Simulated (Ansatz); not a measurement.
System: BiBr3 (C2/m, No. 12). Method: PBE0 (plane waves, PAW; Ansatz, an electronic-structure program).

Settings: plane-wave cutoff 500 eV, 4×4×4 k mesh, gaussian smearing 0.02 eV, scalar-relativistic PAW data made under PBE.

Cell (relaxed with r²SCAN):

```cif
data_Bi4Br12
_chemical_formula_sum 'Bi4 Br12'
_space_group_name_H-M_alt 'C2/m'
_space_group_IT_number 12
_space_group_name_Hall '-C 2y'
_cell_length_a 7.27514
_cell_length_b 12.57989
_cell_length_c 7.07757
_cell_angle_alpha 90.000
_cell_angle_beta 109.585
_cell_angle_gamma 90.000
loop_
_space_group_symop_operation_xyz
  'x, y, z'
  '-x, -y, -z'
  '-x, y, -z'
  'x, -y, z'
  'x+1/2, y+1/2, z'
  '-x+1/2, -y+1/2, -z'
  '-x+1/2, y+1/2, -z'
  'x+1/2, -y+1/2, z'
loop_
_atom_site_label
_atom_site_type_symbol
_atom_site_symmetry_multiplicity
_atom_site_Wyckoff_symbol
_atom_site_fract_x
_atom_site_fract_y
_atom_site_fract_z
_atom_site_occupancy
Bi1 Bi 4 g 0.00000 0.16649 0.00000 1
Br1 Br 8 j 0.25574 0.32485 0.24735 1
Br2 Br 4 i 0.22785 0.00000 0.25190 1
```
(The calculation used a cell of 8 atoms; values per cell refer to that cell.)

### Question
Predict the band gap.

### Answer

* **band gap**: 4.25 eV (on the SCF k mesh)

Note: the cell comes from a level without a dispersion term, which matters for the spacing of layers, chains or molecules; cell and atoms aren't relaxed at this level (largest force component 0.10 eV/Å); the cell has widely spaced layers and the level no dispersion term, so their spacing and the moduli can rest on weak binding.

Spin–orbit coupling is not included; with these elements it can move the gap by several tenths of an eV or more.

Static lattice: no zero-point or thermal effects.

The result took around 13 core-minutes (rough).
